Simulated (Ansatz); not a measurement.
Electronic density of states of amorphous Hf₁₀Al₁₀O₃₅, density 6.62 g/cm³, on a 2×2×2 Γ-centred mesh with a Gaussian width of 0.1 eV; energies count from the Fermi level, whose place inside the gap is arbitrary. Cell and mesh are small, so fine structure isn't converged. The numbers are results of PBE, scalar-relativistic without spin-orbit coupling (plane waves to 420 eV, PAW; Ansatz, an electronic-structure program), not measurements. Sampling: a 2×2×2 Γ-centred mesh; Fermi-Dirac width 0.02 eV; no spin polarisation. At PBE the levels at the filled edge of the gap are localised (band-tail or defect states).

A CHGNet melt-quench gave the starting glass, which DFT then relaxed. O atoms were pushed apart under 1.9 Å during the dynamics, to hinder bonds among them. The hot cell started wider than the set density and was brought back towards it in steps. It is the lowest in DFT energy of 2 quenches. It is a model cell: composition and starting density were chosen by hand, and all elements were melted together. No dispersion term was used. Its density started from a set value of 6.50 and ended at 6.62 g/cm³. The quench (nominally 150 K/ps over its main leg) was far faster than any real one, so the model tends to hold more defects than a real film. One small periodic cell is one sample of the glass; other quenches scatter about these values. Volume and shape were free in the relaxation.

(E - EF (eV), states/(eV atom)): (-12.00, 2.50); (-11.90, 2.43); (-11.80, 1.00); (-11.70, 0.10); (-11.60, 0.00); (-11.50, 0.00); (-11.40, 0.00); (-11.30, 0.00); (-11.20, 0.00); (-11.10, 0.00); (-11.00, 0.00); (-10.90, 0.00); (-10.80, 0.00); (-10.70, 0.00); (-10.60, 0.00); (-10.50, 0.00); (-10.40, 0.00); (-10.30, 0.00); (-10.20, 0.00); (-10.10, 0.00); (-10.00, 0.00); (-9.90, 0.00); (-9.80, 0.00); (-9.70, 0.00); (-9.60, 0.00); (-9.50, 0.00); (-9.40, 0.00); (-9.30, 0.00); (-9.20, 0.00); (-9.10, 0.00); (-9.00, 0.00); (-8.90, 0.00); (-8.80, 0.00); (-8.70, 0.00); (-8.60, 0.01); (-8.50, 0.08); (-8.40, 0.19); (-8.30, 0.15); (-8.20, 0.09); (-8.10, 0.14); (-8.00, 0.19); (-7.90, 0.24); (-7.80, 0.26); (-7.70, 0.18); (-7.60, 0.16); (-7.50, 0.18); (-7.40, 0.25); (-7.30, 0.27); (-7.20, 0.25); (-7.10, 0.30); (-7.00, 0.40); (-6.90, 0.36); (-6.80, 0.37); (-6.70, 0.41); (-6.60, 0.45); (-6.50, 0.51); (-6.40, 0.51); (-6.30, 0.47); (-6.20, 0.52); (-6.10, 0.51); (-6.00, 0.59); (-5.90, 0.68); (-5.80, 0.75); (-5.70, 0.69); (-5.60, 0.67); (-5.50, 0.70); (-5.40, 0.72); (-5.30, 0.74); (-5.20, 0.77); (-5.10, 0.76); (-5.00, 0.75); (-4.90, 0.76); (-4.80, 0.75); (-4.70, 0.74); (-4.60, 0.71); (-4.50, 0.70); (-4.40, 0.79); (-4.30, 0.82); (-4.20, 0.81); (-4.10, 0.79); (-4.00, 0.75); (-3.90, 0.82); (-3.80, 0.84); (-3.70, 0.89); (-3.60, 0.91); (-3.50, 0.80); (-3.40, 0.76); (-3.30, 0.87); (-3.20, 0.91); (-3.10, 0.90); (-3.00, 0.91); (-2.90, 0.86); (-2.80, 0.74); (-2.70, 0.77); (-2.60, 0.73); (-2.50, 0.65); (-2.40, 0.65); (-2.30, 0.68); (-2.20, 0.68); (-2.10, 0.51); (-2.00, 0.29); (-1.90, 0.13); (-1.80, 0.02); (-1.70, 0.00); (-1.60, 0.00); (-1.50, 0.00); (-1.40, 0.00); (-1.30, 0.00); (-1.20, 0.00); (-1.10, 0.00); (-1.00, 0.00); (-0.90, 0.00); (-0.80, 0.00); (-0.70, 0.00); (-0.60, 0.00); (-0.50, 0.00); (-0.40, 0.00); (-0.30, 0.00); (-0.20, 0.00); (-0.10, 0.00); (0.00, 0.00); (0.10, 0.00); (0.20, 0.00); (0.30, 0.00); (0.40, 0.00); (0.50, 0.00); (0.60, 0.00); (0.70, 0.00); (0.80, 0.00); (0.90, 0.00); (1.00, 0.00); (1.10, 0.00); (1.20, 0.00); (1.30, 0.00); (1.40, 0.00); (1.50, 0.00); (1.60, 0.00); (1.70, 0.00); (1.80, 0.01); (1.90, 0.02); (2.00, 0.02); (2.10, 0.07); (2.20, 0.14); (2.30, 0.10); (2.40, 0.10); (2.50, 0.15); (2.60, 0.17); (2.70, 0.23); (2.80, 0.30); (2.90, 0.40); (3.00, 0.46); (3.10, 0.45); (3.20, 0.51); (3.30, 0.55); (3.40, 0.49); (3.50, 0.47); (3.60, 0.53); (3.70, 0.53); (3.80, 0.52); (3.90, 0.55); (4.00, 0.56); (4.10, 0.47); (4.20, 0.38); (4.30, 0.41); (4.40, 0.48); (4.50, 0.48); (4.60, 0.44); (4.70, 0.42); (4.80, 0.43); (4.90, 0.44); (5.00, 0.38); (5.10, 0.42); (5.20, 0.53); (5.30, 0.50); (5.40, 0.45); (5.50, 0.44)

The level gap on this mesh is 3.79 eV; the broadening fills part of it in the curve.
